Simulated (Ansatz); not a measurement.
Functionals compared on the (32-52) surface of hcp Zn in its 1x1 cell, outermost plane spacing 0.17 Å in the ideal cut, in Ansatz (plane waves, PAW). The structure was relaxed with PBE; the other rows are single points on it. Cutoff 420 eV (500 eV for r2SCAN).

Set-up: 42 atoms, 10.4 Å thick at the start (thin: gaps and levels are the slab's own); mesh 7x4x1; 0.1 eV smearing; dipole correction on; all atoms relaxed; held to the start's symmetry, so lower structures may exist; no spin, no spin-orbit, no U. These notes are the PBE run's.

```tsv
functional	work function of the top face (eV)	rough cost of the single point
PBE	4.17	–
LDA	4.48	around 17 core-minutes (rough)
PBEsol	4.28	roughly 17 core-minutes
RPBE	4.03	roughly 18 core-minutes
r2SCAN	?	roughly 40 core-minutes
```

Q: Complete the blanks.

A: 
- r2SCAN, work function of the top face (eV): 4.26

Ansatz is a quantum-chemistry and plane-wave program.
